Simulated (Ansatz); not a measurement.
An Ansatz (a program for electronic structure) input (PBEsol (Ansatz), no SOC):

Ansatz 0.2 input:
```yaml
crystal:
  lattice:
    - [0, 2.0039257552, 1.9738668689]
    - [2.0039257552, 0, 1.9738668689]
    - [2.0039257552, 2.0039257552, 0]
  atoms:
    - { symbol: Li, position: [0, 0, 0] }
    - { symbol: F, position: [0.5, 0.5, 0.5] }
basis: { ecutwfc: 420, ecutrho_ratio: 4, xc_grid: 2, fft_grid_basis: typed }
kpoints: { mp_grid: { grid: [14, 14, 14] } }
hamiltonian:
  xc: pbesol
  dispersion: none
  pseudopotentials: { kind: paw }
scf: { occupations: { method: fermi_dirac, width: 0.05 }, convergence: { dr2_threshold: 0.0000000002 } }
relax: { f_tol: 0.005, max_steps: 50 }
output: { forces: true, stress: true }
checkpoint: { write: state.ck, write_every: 1000 }
```

**Question.** Which symmetry and how many k-points will the program report, and about how many plane waves at Γ?

**Answer.** Space group I4/mmm (ITA 139) with 16 operations, k-points 244 of 2744, and 323 plane waves at Γ.

**Question.** And the final pressure?

**Answer.** 1.15 GPa (compression positive).

The cells carry an imposed strain or load. Whether these cells are dynamically stable was not tested. The cell was made from LiF in the rock salt structure (space group Fm-3m, No. 225) by this change: uniaxial strain ε_zz = −1.50 %.
